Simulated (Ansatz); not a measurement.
## Quick settings and what they miss: CaYAlO₄ (I4mm, 7 atoms in the cell)

Self-consistent single point.

```
CaYAlO4
1.0
   -1.85410     1.85410     5.98558
    1.85410    -1.85410     5.98558
    1.85410     1.85410    -5.98558
Ca Y Al O
1 1 1 4
Direct
  0.64376   0.64376   0.00000
  0.35861   0.35861   0.00000
  0.00533   0.00533   0.00000
  0.83269   0.83269   0.00000
  0.17019   0.17019   0.00000
  0.99471   0.49471   0.50000
  0.49471   0.99471   0.50000
```

Method: PBEsol, default PAW files made with PBE (plane waves; Ansatz, a quantum-chemistry and plane-wave program).

Base settings: basis.ecutwfc = 420 eV; kpoints.mp_grid.grid = 10 10 10; hamiltonian.xc = pbesol; hamiltonian.pseudopotentials = {kind: paw} (the program's default PAW files); scf.occupations.method = fixed.

Tight run (finer mesh or higher cutoff; not a proven limit): basis.ecutwfc: 420 eV → 590 eV; kpoints.mp_grid.grid: 10 10 10 → 14 14 14; scf.convergence.dr2_threshold: default (1e-07 eV) → 1e-09 eV. It gave top of the valence band (on the code's own zero) 8.85 eV; gap on the k-point mesh 3.47 eV; pressure -9.38 GPa; largest force (vector length) 0.134 eV/Å.

Quick runs, as changes from the base:
- A: the base itself
- B: basis.ecutwfc: 420 eV → 210 eV; kpoints.mp_grid.grid: 10 10 10 → 2 2 2
- C: basis.ecutwfc: 420 eV → 250 eV; kpoints.mp_grid.grid: 10 10 10 → 1 1 1; scf.occupations.method: fixed → fermi_dirac; kpoints.mp_grid.shift: default → 0.5 0.5 0.5; scf.occupations.width: default → 0.272 eV; scf.convergence.dr2_threshold: default (1e-07 eV) → 0.0001 eV
- D: basis.ecutwfc: 420 eV → 335 eV; kpoints.mp_grid.grid: 10 10 10 → 2 2 2
- E: basis.ecutwfc: 420 eV → 295 eV; kpoints.mp_grid.grid: 10 10 10 → 4 4 4; hamiltonian.xc: pbesol → lda [LDA (PW92)]
- F: basis.ecutwfc: 420 eV → 250 eV; kpoints.mp_grid.grid: 10 10 10 → 3 3 3; scf.convergence.dr2_threshold: default (1e-07 eV) → 0.001 eV

Energies are extrapolated to zero smearing width, which holds to low order in the width alone.

Dashes: gap of C, left out as unsure on this mesh or at this smearing; energy of E, another energy zero.

Gaps are read on each run's own mesh, which may miss the band edges.

† marks runs with another functional, U, potentials or spin treatment: their distance from the tight run is not a convergence error alone.

The count of work is k-points × plane waves × bands × iterations; it is no time. 

Pressures in the table are Ansatz's without its Pulay estimate, at a fixed set of plane waves; the tight run's value above holds the estimate.

The starting cell comes from a database of computed structures (which also holds hypothetical and non-ambient phases and stackings), without a prior relaxation at this level. Its lattice was rescaled by a random factor within 2.5 % of one. In the base run, with a pressure of about -9 GPa the cell is away from its equilibrium volume at this level.

| run | energy less tight (meV/atom) | pressure less tight (GPa) | largest miss in a force vector (eV/Å) | gap on the mesh less tight (eV) | count of work / tight |
|---|---|---|---|---|---|
| A | 3.6 | -0.62 | 0.001 | 0.000 | 0.22 |
| B | 3101.7 | -144.42 | 1.562 | -0.248 | 0.0033 |
| C | 1800.4 | -48.37 | 2.769 | – | 0.00079 |
| D | 116.3 | -9.24 | 0.043 | -0.010 | 0.0062 |
| E† | – | -30.97 | 0.243 | -0.016 | 0.017 |
| F | 1047.1 | -63.85 | 0.311 | 0.402 | 0.0045 |

Among the runs at the tight run's level, the energy misses run from 3.6 to 3101.7 meV/atom.

Left out of this page: 2 runs of the series outside the window shown, repeating another row's setting, or not comparable.

Keys are those of Ansatz 0.2.
